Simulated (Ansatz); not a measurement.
Given:

```
CELL_PARAMETERS angstrom
      3.79450     0.00000     0.00000
     -1.89725     3.28614     0.00000
      0.00000     0.00000     6.22828
ATOMIC_POSITIONS crystal
  Zn 0.66667 0.33333 0.99967
  Zn 0.33333 0.66667 0.49967
  S  0.66667 0.33333 0.62553
  S  0.33333 0.66667 0.12553
```

No spin polarisation.

The values are results of r2SCAN (Ansatz, a first-principles code; PAW; 500 eV plane waves; without spin-orbit coupling), not measurements. k-mesh 10×10×6 (Γ-centred); smearing 0.05 eV (Fermi–Dirac).

Q: Predict the valence-band top at Γ, electron mass and band gap.

A: The valence-band top at Γ (three highest levels, from the VBM) comes out as 0.00, 0.00, -0.09 eV. The electron mass is 0.18 mₑ along c, 0.21 mₑ across (at Γ). The band gap is 2.82 eV.

Load acts through the strain it causes; cell and atoms are relaxed under it. Effective masses come from finite differences of ±0.01 Å⁻¹. Whether these cells are dynamically stable was not tested. The cell was made from ZnS in the wurtzite structure (space group P6_3mc, No. 186) by this change: pressure 0.7 GPa.
